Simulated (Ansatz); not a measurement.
## Pressure series in CaO

Take CaO in the rock salt structure (space group Fm-3m, No. 225) as the base.

```
CaO
1.0
    0.00000     2.41539     2.41539
    2.41539     0.00000     2.41539
    2.41539     2.41539     0.00000
Ca O
1 1
Direct
  0.00000   0.00000   0.00000
  0.50000   0.50000   0.50000
```

Cell and atoms are relaxed at each pressure.

All numbers come from plane-wave PAW DFT at the PBE level (Ansatz, a first-principles code, 420 eV), no SOC.

| case | band gap | volume per atom |
|---|---|---|
| base | 3.66 eV | 14.09 Å³ |
| pressure −2 GPa | 3.66 eV | 14.37 Å³ |
| pressure −1 GPa | 3.66 eV | 14.23 Å³ |
| pressure 0.9 GPa | 3.66 eV | 13.97 Å³ |
| pressure 2.1 GPa | 3.65 eV | 13.83 Å³ |
| pressure 4.5 GPa | 3.65 eV | 13.55 Å³ |
| pressure 9 GPa | 3.63 eV | 13.10 Å³ |
| pressure 15 GPa | 3.61 eV | 12.60 Å³ |
| pressure 22.5 GPa | ? | ? |
| pressure 30 GPa | 3.53 eV | 11.67 Å³ |

Task: What belongs in the blanks?

Result: 
- pressure 22.5 GPa, band gap: 3.57 eV
- pressure 22.5 GPa, volume per atom: 12.09 Å³

Load acts through the strain it causes; cell and atoms are relaxed under it. Whether these cells are dynamically stable was not tested. No other phases were tried under pressure.
